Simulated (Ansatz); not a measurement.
Input:

```
CaZrF6
1.0
    0.00000     4.25544     4.25544
    4.25544     0.00000     4.25544
    4.25544     4.25544     0.00000
Ca Zr F
1 1 6
Direct
  0.50000   0.50000   0.50000
  0.00000   0.00000   0.00000
  0.76386   0.23614   0.23614
  0.23614   0.76386   0.76386
  0.23614   0.76386   0.23614
  0.76386   0.23614   0.76386
  0.23614   0.23614   0.76386
  0.76386   0.76386   0.23614
```

Computed with PBEsol, rigid bands (plane waves, PAW, scalar-relativistic; Ansatz, a first-principles code). How the cell was made: cell and atoms relaxed with PBEsol.

**Question.** Predict the electron conductivity mass (n e² τ/σ) at 300 K, by direction if it differs.

**Answer.** 3.6 mₑ.

**Question.** What conductivity effective mass do dilute holes have at 300 K?

**Answer.** 5.6 mₑ.

**Question.** And the band gap?

**Answer.** 7.01 eV at this level; semilocal functionals usually fall short of the measured gap.

Rigid bands, one relaxation time for all states, no polarons. Spin-orbit coupling is left out; where it splits the top of the valence band it changes the hole mass and lowers the gap by about a third of the splitting.

Computed structure with no diffraction record at hand here (it may be known, metastable or hypothetical): CaZrF6 (Fm-3m).
